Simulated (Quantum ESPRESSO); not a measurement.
Quantum ESPRESSO run on NiAl (Pm-3m, 2 atoms in the cell): self-consistent single point.

Method: PBEsol, SSSP 1.1.2 efficiency (PBE) pseudopotentials (plane waves; Quantum ESPRESSO).

```
NiAl
1.0
    2.89000     0.00000     0.00000
    0.00000     2.89000     0.00000
    0.00000     0.00000     2.89000
Al Ni
1 1
Cartesian
  1.44500   1.44500   1.44500
  0.00000   0.00000   0.00000
```

Reference input (self-consistent single point, DFT, PBE, plane waves, SSSP 1.1.2 efficiency (PBE) pseudopotentials): ecutwfc = 50 Ry; ecutrho = 400 Ry; occupations = smearing; smearing = fd; degauss = 0.0073499 Ry; potentials = {Al: Al.pbe-n-kjpaw_psl.1.0.0.UPF, Ni: ni_pbe_v1.4.uspp.F.UPF}; K_POINTS = automatic 9 9 9 0 0 0; conv_thr = 1e-10 Ry; mixing_beta = 0.4. This run's input differs from it in these lines:

```diff
@@ -16,2 +16,3 @@
   degauss = 0.0073499,
+  input_dft = 'pbesol',
 /
```

Output, abridged:

```
     Self-consistent Calculation

     iteration #  1     ecut=    50.00 Ry     beta= 0.40

     total energy              =    -359.47668281 Ry
     estimated scf accuracy    <      54.79646849 Ry

     iteration #  2     ecut=    50.00 Ry     beta= 0.40

     total energy              =    -381.22985430 Ry
     estimated scf accuracy    <      25.69857435 Ry

     iteration #  3     ecut=    50.00 Ry     beta= 0.40

     total energy              =    -381.58453194 Ry
     estimated scf accuracy    <       5.15659044 Ry

   [... 13 blocks of this kind left out ...]

     iteration # 17     ecut=    50.00 Ry     beta= 0.40

     total energy              =    -381.56645636 Ry
     estimated scf accuracy    <          6.5E-09 Ry

     iteration # 18     ecut=    50.00 Ry     beta= 0.40
     End of self-consistent calculation

     the Fermi energy is    13.5547 ev

!    total energy              =    -381.56645636 Ry
     estimated scf accuracy    <          1.5E-11 Ry
     smearing contrib. (-TS)   =      -0.00217338 Ry
     internal energy E=F+TS    =    -381.56428298 Ry

     convergence has been achieved in  18 iterations

     Forces acting on atoms (cartesian axes, Ry/au):

     atom    1 type  1   force =     0.00000000    0.00000000    0.00000000
     atom    2 type  2   force =     0.00000000    0.00000000    0.00000000

     Total force =     0.000000     Total SCF correction =     0.000000

          total   stress  (Ry/bohr**3)                   (kbar)     P=      -45.40
  -0.00030863   0.00000000   0.00000000          -45.40        0.00        0.00
   0.00000000  -0.00030863   0.00000000            0.00      -45.40        0.00
   0.00000000   0.00000000  -0.00030863            0.00        0.00      -45.40

   JOB DONE.
```

The run converged in 18 iterations. Against the reference run the pressure goes from 0.68 to -4.54 GPa.

The starting cell has typed, rounded lattice constants, without a prior relaxation at this level. Spin polarisation is off. With a pressure of about -5 GPa the cell is away from its equilibrium volume at this level.

Cost on one core of a shared machine: roughly 30 s.
